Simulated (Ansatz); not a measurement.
## Rh: pressure series

Start from Rh in the fcc (Cu type) structure (space group Fm-3m, No. 225; a = 3.8303 Å).

Cell and atoms are relaxed at each pressure.

Computed with plane-wave PAW DFT at the PBE level (Ansatz, a program for electronic structure, 420 eV), without spin-orbit coupling, earlier PAW set.

```tsv
pressure (GPa)	volume per atom (Å³/atom)
-2	14.160
-1	14.104
0	14.048
2.1	13.936
4.5	13.814
9	13.602
15	?
22.5	13.064
30	12.812
```

Problem. Fit the third-order Birch–Murnaghan form P(V) = (3B₀/2)[(V₀/V)^(7/3) − (V₀/V)^(5/3)]·[1 + (3/4)(B₀′ − 4)((V₀/V)^(2/3) − 1)] (squares taken in P) to the rows shown and predict the withheld row.

Solution. Least squares on the printed values gives V₀ = 14.048 Å³/atom, B₀ = 257 GPa, B₀′ = 5.2; this predicts 13.347 Å³/atom, and the run gives 13.347 Å³/atom, in agreement.

Measured bulk modulus of Rh: 271 GPa (static lattice; corrected from measurement; as listed in H. Levämäki et al., Physical Review B (2014)); the computed value is 5 % below it.

Load acts through the strain it causes; cell and atoms are relaxed under it. No phonon test of stability was made. Competing high-pressure phases were not computed. The final runs are not spin-polarised.
